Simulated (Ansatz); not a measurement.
## MgO: response to strain

Consider MgO in the rock salt structure (space group Fm-3m, No. 225; a = 4.2142 Å). Axes: x, y, z lie along the cube axes.

Strains are applied to the cell and any free atomic positions relax; under biaxial strain the out-of-plane vector relaxes too.

Computed with PBEsol/PAW in Ansatz (a first-principles code), no spin-orbit coupling.

Candidates:
(a) biaxial strain +0.71 %, plane normal [001], relaxed out of plane
(b) biaxial strain −1.63 %, plane normal [110], relaxed out of plane
(c) tensor shear ε_xy = +1.00 %

Notes on the quantities. energy relative to the base: free energy F.

Q: Order them by energy relative to the base, lowest first.

A: (a) biaxial strain +0.71 %, plane normal [001], relaxed out of plane (+1.0 meV/atom), (c) tensor shear ε_xy = +1.00 % (+1.7 meV/atom), (b) biaxial strain −1.63 %, plane normal [110], relaxed out of plane (+6.1 meV/atom)

Whether these cells are dynamically stable was not tested.
